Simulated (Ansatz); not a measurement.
Take MoS2 in the 3R-MoS2 type structure (space group R3m, No. 160; layered, stacked along the Cartesian z axis) as the base.

```
CELL_PARAMETERS angstrom
      1.58770     0.91666     6.19534
     -1.58770     0.91666     6.19534
      0.00000    -1.83332     6.19534
ATOMIC_POSITIONS crystal
  Mo 0.00000 0.00000 0.00000
  S  0.75029 0.75029 0.75029
  S  0.58300 0.58300 0.58300
```

Cartesian axes are those of the cell as printed.

Level of theory: r2SCAN+rVV10/PAW in Ansatz (a first-principles code), scalar-relativistic without spin-orbit coupling, earlier PAW set.

Before the change:

| Item | Result |
|---|---|
| Band gap | 1.02 eV |

Now apply this change: the symmetric strain tensor [-0.0243 0.0066 -0.0052; 0.0066 -0.0242 -0.0001; -0.0052 -0.0001 0.0095], atoms relaxed at fixed cell.

Problem. Predict the new stress and band gap.

Solution. The stress (xx, yy, zz, yz, xz, xy; compression positive) is (7.68, 7.69, 0.22, 0.02, 0.11, -1.35) GPa; the band gap goes up by 0.12 eV, from 1.02 eV to 1.14 eV.

Stability against distortions was not tested.
